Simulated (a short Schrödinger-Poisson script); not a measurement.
Stack: symmetric double-gate stack, SiO2 on p-type Ge(111), at 400 K.

| layer | material | thickness (nm) | Na (cm⁻³) |
|---|---|---|---|
| 1 | SiO2 | 2.1 | - |
| 2 | Ge | 2 | 4e15 |
| 3 | SiO2 | 2.1 | - |

Constants are typed, rounded textbook-type inputs, not results; the design itself was drawn at random and stands for no fabricated device. SiO2: permittivity 3.9, conduction-band edge (eV) 3.1, gap (eV) 9, electron mass (mₑ) 0.5. Ge: permittivity 16, conduction-band edge (eV) 0, gap (eV) 0.664, Nv at 300 K (cm⁻³) 6e18.

Channel valleys (confinement mass, in-plane density-of-states mass, number): L1 1.59, 0.08, 1; L3 0.09, 0.34, 3. At the gates, both at one voltage, the conduction-band edge of layer 1 lies 3.44 eV − eVg above the Fermi level of the channel. Gaps are held at their typed values at every temperature. Mesh 0.03 nm at interfaces.

Solved with a short Schrödinger-Poisson script written for these runs: 1D Poisson equation in equilibrium, electrons quantum, Hartree (BenDaniel-Duke, 12 states a valley, the channel's in-plane mass for all, wave functions ending at the dielectric), parabolic valleys, classical holes, full ionisation, no traps, pinning or gate leakage.

The same stack at other levels of the model or other numerical settings:

```
run                                          sheet density of all electrons at Vg = 1.8 V (cm⁻²)  sheet density of all electrons at Vg = 0.6 V (cm⁻²)  capacitance of both gates at Vg = 1.8 V (μF/cm²)  gate voltage at 1e11 electrons/cm² (V)  rough cost against the base
-------------------------------------------  ---------------------------------------------------  ---------------------------------------------------  ------------------------------------------------  --------------------------------------  ---------------------------
base                                                                                     1.98e13                                              2.52e12                                              2.44                                    0.33                      about 1
electrons treated as classical, Boltzmann                                                2.76e13                                              4.84e12                                              3.15                                    0.23                          0.2
electrons treated as classical, Fermi-Dirac                                              2.57e13                                              4.53e12                                              2.91                                    0.23                          0.4
mesh six times as coarse                                                                 1.98e13                                              2.53e12                                              2.46                                    0.33                          0.5
one subband a valley                                                                     1.71e13                                              2.50e12                                              1.96                                    0.33                          0.6
```

The classical rows ignore confinement, and Boltzmann statistics overrate the density once the band edge passes the Fermi level.

Only the L valleys are kept; under strong confinement the Δ valleys of Ge fill too.
